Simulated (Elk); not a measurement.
A self-consistent single point of Zr4CuNi (I422, 6 atoms in the cell) with Elk.

Computed with LDA (PW92), all-electron FP-LAPW, Elk's shipped species files, APW+lo basis with extra local orbitals (Elk 10.2.4).

```
Zr4CuNi
1.0
   -3.29512     3.29512     2.60385
    3.29512    -3.29512     2.60385
    3.29512     3.29512    -2.60385
Zr Cu Ni
4 1 1
Direct
  0.41119   0.91119   0.82238
  0.91119   0.08881   0.50000
  0.08881   0.58881   0.17762
  0.58881   0.41119   0.50000
  0.50000   0.50000   0.00000
  0.00000   0.00000   0.00000
```

Reference input (self-consistent single point, DFT, PBEsol, all-electron FP-LAPW, Elk's shipped species files, APW+lo basis with extra local orbitals): xctype = 22; rgkmax = 8; stype = 0; swidth = 0.00499791 Ha; ngridk = 5 5 5; gmaxvr = 14 1/bohr; nxlo = 2; lorbcnd = true; rmtscf = 0.96; lmaxi = 3. This run's input differs from it in these lines:

```diff
@@ -4,3 +4,3 @@
 xctype
-  22
+  3
```

Output, abridged:

```
│ Self-consistent loop started │
│ Loop number : 1 │
 total energy                :     -17520.3240580
│ Loop number : 2 │
 total energy                :     -17534.4396129
RMS change in Kohn-Sham potential (target) :   0.7690202684     (  0.1000000000E-05)
Absolute change in total energy (target)   :    14.11555486     (  0.1000000000E-03)
│ Loop number : 3 │
 total energy                :     -17523.2692359
RMS change in Kohn-Sham potential (target) :   0.6475078475     (  0.1000000000E-05)
Absolute change in total energy (target)   :    7.641488255     (  0.1000000000E-03)
│ Loop number : 4 │
   [... lines left out ...]
Absolute change in total energy (target)   :   0.2236583859E-03 (  0.1000000000E-03)
│ Loop number : 19 │
 total energy                :     -17552.1714758
RMS change in Kohn-Sham potential (target) :   0.1628422430E-05 (  0.1000000000E-05)
Absolute change in total energy (target)   :   0.2071691160E-03 (  0.1000000000E-03)
│ Loop number : 20 │
 total energy                :     -17552.1714390
RMS change in Kohn-Sham potential (target) :   0.3190706184E-06 (  0.1000000000E-05)
Absolute change in total energy (target)   :   0.1507077468E-04 (  0.1000000000E-03)
Convergence targets achieved

│ Loop number : 21 │

Energies :
 Fermi                       :     0.337073083809
 total energy                :     -17552.1714648

Density of states at Fermi energy :    134.3844272
 (states/Hartree/unit cell)

Estimated indirect band gap :   0.1467694159E-02
 from k-point     20 to k-point     11
Estimated direct band gap   :   0.5181471647E-02
 at k-point     12

Charges :
 core                        :    136.0000000
 valence                     :    81.00000000
 interstitial                :    10.80508778
 muffin-tins (core leakage)
  species :    1 (Zr)
   atom    1                 :    37.71721101     (  0.6023553208E-05)
   atom    2                 :    37.71721101     (  0.6023553208E-05)
   atom    3                 :    37.71721101     (  0.6023553208E-05)
   atom    4                 :    37.71721101     (  0.6023553208E-05)
  species :    2 (Cu)
   atom    1                 :    28.16318453     (  0.2799328712E-03)
  species :    3 (Ni)
   atom    1                 :    27.16288365     (  0.4855860105E-03)
 total in muffin-tins        :    206.1949122
 total calculated charge     :    217.0051618
 total charge                :    217.0000000
 error                       :   0.5161788239E-02

│ Self-consistent loop stopped │
```

The run converged in 21 iterations. The count includes the last loop, which Elk runs after its targets are met. 

The starting cell comes from a database of computed structures (which also holds hypothetical and non-ambient phases and stackings), without a prior relaxation at this level. Spin polarisation is off. Values depend on the basis (sphere radii, cutoffs, local orbitals), which need not be converged. The log's line on a gap gives a spacing of levels on this mesh, which the program prints for metals too.

Cost on one core of a shared machine: roughly 3 min.
